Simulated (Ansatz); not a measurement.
Rh: response to strain

Consider Rh in the fcc (Cu type) structure (space group Fm-3m, No. 225; a = 3.782 Å; relaxed with 0.1 eV smearing). Axes: x, y, z lie along the cube axes.

Strains are applied to the cell and any free atomic positions relax; under biaxial strain the out-of-plane vector relaxes too.

All numbers come from PBEsol (Ansatz, a quantum-chemistry and plane-wave program; PAW; 420 eV plane waves; scalar-relativistic without spin-orbit coupling).

Notes on the quantities. in-plane stress: mean in-plane stress (compression positive).

```tsv
variant	in-plane stress	shortest interatomic distance	out-of-plane strain
base	–	2.674 Å	–
biaxial strain −2.08 %, plane normal [111], relaxed out of plane	+15.2 GPa	2.618 Å	+1.15 %
biaxial strain −1.67 %, plane normal [111], relaxed out of plane	+11.9 GPa	2.629 Å	+0.92 %
biaxial strain −1.25 %, plane normal [111], relaxed out of plane	+8.7 GPa	2.641 Å	+0.68 %
biaxial strain −0.83 %, plane normal [111], relaxed out of plane	___	___	___
biaxial strain +0.42 %, plane normal [111], relaxed out of plane	-2.6 GPa	2.674 Å	-0.23 %
biaxial strain +0.83 %, plane normal [111], relaxed out of plane	-5.1 GPa	2.674 Å	-0.44 %
biaxial strain +1.25 %, plane normal [111], relaxed out of plane	-7.4 GPa	2.673 Å	-0.67 %
biaxial strain +2.08 %, plane normal [111], relaxed out of plane	-11.7 GPa	2.673 Å	-1.10 %
biaxial strain +2.50 %, plane normal [111], relaxed out of plane	-13.7 GPa	2.673 Å	-1.32 %
```

Problem. What belongs in the blanks?

Solution. 
- biaxial strain −0.83 %, plane normal [111], relaxed out of plane, in-plane stress: +5.6 GPa
- biaxial strain −0.83 %, plane normal [111], relaxed out of plane, shortest interatomic distance: 2.652 Å
- biaxial strain −0.83 %, plane normal [111], relaxed out of plane, out-of-plane strain: +0.45 %

No phonon test of stability was made. The final runs are not spin-polarised. Rh lies near a magnetic instability that expansion can trigger; it was not tested.
